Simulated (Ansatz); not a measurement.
Hops of point defects in zinc-blende AlP, each between lowest sites run for its defect: PBE bands (Ansatz, an electronic-structure program, plane waves to 420 eV, PAW, climbing-image NEB) beside the CHGNet universal potential on its own band (it has no charge state). Static nuclei, no finite-size correction. The rows are a random draw from the bands that converged and passed our checks of state and shape. Saddle orders were checked for a part of the study's bands only and are not shown. Vacancies start on their lattice site; split forms were not set up. Charge states are imposed.

```json
[
 {"Row": "1", "Defect": "Ge-vacancy pair (Ge on Al, Al vacant), charge -2", "Route": "a nearby Al jumps into the vacancy (Ge-vacancy distance between ideal sites 3.90 Å throughout)", "Hop (Å)": "3.74", "Cell and PBE mesh": "64 sites, 2×2×2 shifted", "CHGNet k-points": "none", "PBE barrier x (eV)": "1.67", "CHGNet barrier y (eV)": "0.72"},
 {"Row": "2", "Defect": "In-vacancy pair (In on Al, Al vacant), charge -3", "Route": "a nearby Al jumps into the vacancy (In-vacancy distance between ideal sites 3.90 Å throughout)", "Hop (Å)": "3.74", "Cell and PBE mesh": "64 sites, 2×2×2 shifted", "CHGNet k-points": "none", "PBE barrier x (eV)": "1.77", "CHGNet barrier y (eV)": "0.69"},
 {"Row": "3", "Defect": "In-vacancy pair (In on Al, Al vacant), charge -3", "Route": "In changes places with the vacancy (In-vacancy distance between ideal sites 3.90 Å throughout)", "Hop (Å)": "3.59", "Cell and PBE mesh": "64 sites, 2×2×2 shifted", "CHGNet k-points": "none", "PBE barrier x (eV)": "1.38", "CHGNet barrier y (eV)": "0.58"},
 {"Row": "4", "Defect": "interstitial H, charge +1", "Route": "H moves farthest", "Hop (Å)": "1.68", "Cell and PBE mesh": "64 sites, 2×2×2 shifted", "CHGNet k-points": "none", "PBE barrier x (eV)": "0.21", "CHGNet barrier y (eV)": "0.45"},
 {"Row": "5", "Defect": "Ga-vacancy pair (Ga on Al, Al vacant), charge -3", "Route": "a nearby Al jumps into the vacancy (Ga-vacancy distance between ideal sites 3.90 Å throughout)", "Hop (Å)": "3.71", "Cell and PBE mesh": "64 sites, 2×2×2 shifted", "CHGNet k-points": "none", "PBE barrier x (eV)": "1.66", "CHGNet barrier y (eV)": "0.70"},
 {"Row": "6", "Defect": "P vacancy, charge +1", "Route": "a nearby P jumps into the vacancy", "Hop (Å)": "3.81", "Cell and PBE mesh": "64 sites, 2×2×2 shifted", "CHGNet k-points": "none", "PBE barrier x (eV)": "2.48", "CHGNet barrier y (eV)": "0.95"},
 {"Row": "7", "Defect": "Sc-vacancy pair (Sc on Al, Al vacant), charge -3", "Route": "a nearby Al jumps into the vacancy (Sc-vacancy distance between ideal sites 3.90 Å throughout)", "Hop (Å)": "3.78", "Cell and PBE mesh": "64 sites, 2×2×2 shifted", "CHGNet k-points": "none", "PBE barrier x (eV)": "1.70", "CHGNet barrier y (eV)": "?"}
]
```

Question: Fit a straight line y = a x + b to rows 1 to 6, predict row 7, and compare with the computed value.

Answer: Means: x̄ = 1.528, ȳ = 0.682 eV. Sums: Sxx = 2.761, Sxy = 0.586 eV². So a = Sxy/Sxx = 0.212 and b = ȳ − a x̄ = 0.358 eV, with a scatter of 0.06 eV about the line. Row 7: 0.212 × 1.70 + 0.358 ≈ 0.72 eV. The computed CHGNet value is 0.70 eV, -0.02 eV from the line, within the scatter. The line only summarises these rows of one host.
